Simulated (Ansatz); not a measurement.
The starting structures come from a database of crystals and need not be the phases stable at ambient conditions.

The decay constant κ of evanescent states in the gap governs leakage through a thin film.

```yaml
crystal:
  lattice:
    - [4.58697, 0.00000, 0.00000]
    - [0.00000, 8.62558, 0.00000]
    - [0.00000, 0.01333, 5.01348]
  atoms:
    - { symbol: Ba, position: [0.75711, 0.66211, 0.24560] }
    - { symbol: Ba, position: [0.25711, 0.33789, 0.75440] }
    - { symbol: Ga, position: [0.17028, 0.85716, 0.74347] }
    - { symbol: Ga, position: [0.67028, 0.14284, 0.25653] }
    - { symbol: H, position: [0.82490, 0.84365, 0.74418] }
    - { symbol: H, position: [0.32490, 0.15635, 0.25582] }
    - { symbol: H, position: [0.27349, 0.75264, 0.98911] }
    - { symbol: H, position: [0.77349, 0.24736, 0.01089] }
    - { symbol: H, position: [0.27244, 0.77114, 0.47878] }
    - { symbol: H, position: [0.77244, 0.22886, 0.52122] }
    - { symbol: H, position: [0.29270, 0.02562, 0.76043] }
    - { symbol: H, position: [0.79270, 0.97438, 0.23957] }
    - { symbol: H, position: [0.76059, 0.51709, 0.74647] }
    - { symbol: H, position: [0.26059, 0.48291, 0.25353] }
```

Space group of this cell: P2_1. The cell is taken as given.

Transport runs along the normal of the first two printed cell vectors.

The gap is the functional's own. No spin-orbit coupling. Mid-gap values are interpolated on the energy grid.

### Question
Estimate the band gap and the smallest decay constant κ at mid-gap that r2SCAN run with Ansatz (a program for electronic structure) returns for this system.

### Answer
Gap 3.64 eV on a 8×4×6 mesh; κ = 0.385 1/Å, at (0.250, 0.000) of the in-plane reciprocal vectors. At the zone centre, at the nearest computed energy, the slowest state has κ = 0.41 1/Å.
